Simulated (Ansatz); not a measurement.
## Ansatz run on TiH₂ (I4_1/amd, 6 atoms in the cell): self-consistent single point

Method of the run: PBE (plane waves, PAW; Ansatz, a program for electronic structure).

This input was run:

Ansatz 0.2 input:
```yaml
crystal:
  lattice:
    - [-1.97039200, 1.97039200, 4.95279100]
    - [1.97039200, -1.97039200, 4.95279100]
    - [1.97039200, 1.97039200, -4.95279100]
  atoms:
    - { symbol: Ti, position: [0.50000000, 0.50000000, 0.00000000] }
    - { symbol: Ti, position: [0.25000000, 0.75000000, 0.50000000] }
    - { symbol: H, position: [0.29190000, 0.29190000, 0.00000000] }
    - { symbol: H, position: [0.04190000, 0.54190000, 0.50000000] }
    - { symbol: H, position: [0.45810000, 0.95810000, 0.50000000] }
    - { symbol: H, position: [0.70810000, 0.70810000, 0.00000000] }
kpoints:
  mp_grid:
    grid: [10, 10, 10]
hamiltonian:
  xc: pbe
  pseudopotentials:
    kind: paw
scf:
  occupations:
    method: methfessel_paxton
    width: 0.1 eV
output:
  forces: true
  eigenvalues: true
  stress: true
```

Output (repeated stretches shortened):

```
WARN basis.ecutwfc = 420 eV, the default
WARN ansatz: RAYON_NUM_THREADS=1 ignored (pool sized by the plan → 1); use --threads N
basis.fft_grid_basis auto: the FFT boxes are laid along the combinations [[1, 0, 1], [0, 1, 1], [0, 0, 1]] of the cell's own vectors, 3.941, 3.941 and 5.683 Å …
Pseudopotentials: kind: paw
Pseudopotential: Ti, paw, valence charge 12
Pseudopotential: H, paw, valence charge 1
Crystal: 6 atoms, lattice volume = 76.916 Å³
Basis set: ecut = 420 eV, 1517 PW (Γ), FFT grids on a1+a3, a2+a3, a3, exchange–correlation on 54×54×80 points (8 copies of the dense FFT grid, shifted against one another)
Bands: 20, of which v1, the nominal top of the filled ones, is band 14 counted from 1 (13 counted from 0)
Symmetry: 16 space group operations
Space group: I41/amd (ITA 141), of the structure as read, at distance tolerance 4.3e-5 Å
k-points: 102 of 1000
Initial density: superposition of atomic densities (neutral atoms: chi_scale 0, normalization atom), corrected by the library's trained network
Initial wavefunctions: pseudopotential atomic-orbital guess
Eigensolver: davidson
Functional: x = pbe(κ = 0.804, μ = 0.2195149727645171), c = pbe(β = 0.06672455060314922)
SCF iter   1: F=—  HF=-5062.644854 eV  |F-HF|=—  |Δ(HF+E_count)|=         —  Δρ=4.85e-3  dr2=6.52e-3  ethr=1.77e-3  ⟨swp⟩=4.2  Hψ=8447  notcnv=0
all-band conjugate gradients solve this SCF's bands
preconditioner: auto → Kerker (q_TF=auto, 2.305 Å⁻¹)
SCF iter   2: F=—  HF=-5062.645521 eV  |F-HF|=—  |Δ(HF+E_count)|=   6.67e-4  S|Δr|=    0.00e0  Δρ=2.47e-3  dr2=1.81e-3  ethr=2.33e-5  ⟨swp⟩=1.5  Hψ=3031  notcnv=0
SCF iter   3: F=—  HF=-5062.646339 eV  |F-HF|=—  |Δ(HF+E_count)|=   8.19e-4  S|Δr|=    0.00e0  Δρ=4.28e-4  dr2=1.14e-4  ethr=6.47e-6  ⟨swp⟩=2.4  Hψ=2679  notcnv=0
SCF iter   4: F=—  HF=-5062.646421 eV  |F-HF|=—  |Δ(HF+E_count)|=   8.15e-5  S|Δr|=    0.00e0  Δρ=1.33e-4  dr2=1.71e-5  ethr=4.07e-7  ⟨swp⟩=2.0  Hψ=2559  notcnv=0
SCF iter   5: F=—  HF=-5062.646457 eV  |F-HF|=—  |Δ(HF+E_count)|=   3.65e-5  S|Δr|=    0.00e0  Δρ=4.61e-5  dr2=1.27e-6  ethr=6.11e-8  ⟨swp⟩=2.0  Hψ=2548  notcnv=0
SCF iter   6: F=-5062.646459 eV  HF=-5062.646459 eV  |F-HF|=7.65e-8  |Δ(HF+E_count)|=   1.30e-6  S|Δr|=    0.00e0  Δρ=9.95e-6  dr2=7.01e-8  ethr=3.57e-10  ⟨swp⟩=5.2  Hψ=7856  notcnv=0
SCF 1 converged in 6 iterations: F = -5062.646459 eV  dr2 = 7.01e-8
SCF converged after 6 iterations
Stability not checked (fill_not_monotonic)
Free energy (F): -5062.646459 eV
Harris-Foulkes:  -5062.646459 eV  (|F-HF|=7.65e-8)
Internal energy: -5062.647089 eV  (E = F + TS)
E sigma→0 (E₀):  -5062.646616 eV
Entropy (-TS):   0.000630 eV (0.105 meV/atom)
Fermi energy:    5.107361 eV
--- Per-component energies (eV) ---
  E_band       = -530.700678
  E_kinetic    = 586.349968
  E_local      = -2564.720162  (includes V_loc(G=0)·N_el)
  E_nonlocal   = 22.971352
  E_hartree    = 1025.566009
  E_xc         = -225.823238
  E_vxc        = -283.515250  (∫ρ·V_xc dr)
  E_paw        = -2096.505620  (= ΣΔE_a)
  E_vpaw       = -342.911445  (= ΣTr[D̂ρ^β])
  E_aug_tail   = -0.004421  (compensation charges beyond the density's cutoff)
  E_ewald      = -1810.480976
  E_smearing   = 0.000630  (= −TS)
  E_closure    = -0.000000  (closes the sum)
  Σ components = -5062.646459   (vs F -5062.646459, Δ=0.00e0)
--- Forces (eV/Å), atoms counted from 1 ---
  atom   1  Ti     0.00000000     0.00000000     0.00000000
  atom   2  Ti    -0.00000000     0.00000000     0.00000000
  atom   3  H     -0.00000000    -0.00000000     0.53283608
  atom   4  H      0.00000000     0.00000000     0.53283608
  atom   5  H     -0.00000000    -0.00000000    -0.53283608
  atom   6  H      0.00000000     0.00000000    -0.53283608
  max |Σ_I F_I| component: 1.11e-16 eV/Å
--- Stress (GPa, compression-positive) ---
      -11.859939       0.000000       0.000000
        0.000000     -11.859939       0.000000
        0.000000      -0.000000     -18.994056
  P = ⅓ Tr σ = -14.2380 GPa (-142.380 kbar)
  The stress holds the Pulay correction. Without it, at fixed plane waves, as pw.x and ABINIT print it: P = -14.3400 GPa
--- Band table (eV; the first three rows and the last of 102) ---
  k-point 0: bands = ["-52.4256", "-52.3965", "-28.7300", "-28.7300", "-28.6943", "-28.6943", "-28.5943", "-28.4107", "-2.2643", "0.4075", "0.7208", "1.3977", "5.2553", "5.2553", "5.8090", "5.8973", "6.1316", "6.1316", "6.4212", "6.4263"]
  k-point 1: bands = ["-52.4247", "-52.3970", "-28.7321", "-28.7309", "-28.7007", "-28.6972", "-28.5859", "-28.4139", "-2.0950", "0.5071", "0.7691", "1.4139", "5.1727", "5.2659", "5.6406", "5.7463", "5.7892", "6.1596", "6.5077", "6.9001"]
  k-point 2: bands = ["-52.4222", "-52.3986", "-28.7375", "-28.7332", "-28.7149", "-28.7049", "-28.5653", "-28.4233", "-1.6067", "0.7601", "0.9084", "1.4624", "4.9652", "5.1552", "5.2878", "5.4491", "5.7350", "6.1358", "6.6397", "7.2128"]
  k-point 101: bands = ["-52.4110", "-52.4110", "-28.7438", "-28.7438", "-28.6804", "-28.6804", "-28.5031", "-28.5031", "-0.9918", "-0.9918", "0.7770", "0.7770", "4.8995", "4.8995", "6.1007", "6.1007", "6.1082", "6.1082", "7.0053", "7.0053"]
```

The run converged in 6 iterations.

The starting cell was generated: these elements placed on a structure prototype, without a prior relaxation; it need not be a known phase or ordering of this composition. Spin polarisation is off. With a pressure of about -14 GPa the cell is away from its equilibrium volume at this level. Ansatz's pressure includes its estimate of the finite-basis (Pulay) stress.
